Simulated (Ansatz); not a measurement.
## NbRu (P4/mmm, No. 123, 2 atoms in the cell; start mp-432)

Level of theory: LDA in Ansatz (PAW).

Settings: plane-wave cutoff 520 eV, 18×18×16 k mesh (along the axes of the cell as run), Fermi–Dirac smearing 0.05 eV, no spin polarisation, scalar-relativistic PAW data made under PBE.

Cell (relaxed at this level):

```yaml
crystal:
  lattice:
    - [3.00632, 0.00000, 0.00000]
    - [0.00000, 3.00632, 0.00000]
    - [0.00000, 0.00000, 3.36021]
  atoms:
    - { symbol: Nb, position: [0.00000, 0.00000, 0.00000] }
    - { symbol: Ru, position: [0.50000, 0.50000, 0.50000] }
```

```json
{
  "bulk_modulus": "268 GPa"
}
```

Note: the run has no spin polarisation, so it can have missed a magnetic state; the bulk modulus is −V dP/dV from two relaxed cells at ±2 % in volume; the relaxation could not lower the start's symmetry, so the cell can be a saddle point above a distorted one.

It cost about 70 core-seconds (a rough figure) of CPU time.

A start named mp-… is a Materials Project structure, which need not be a measured phase.

Ansatz is a first-principles code.
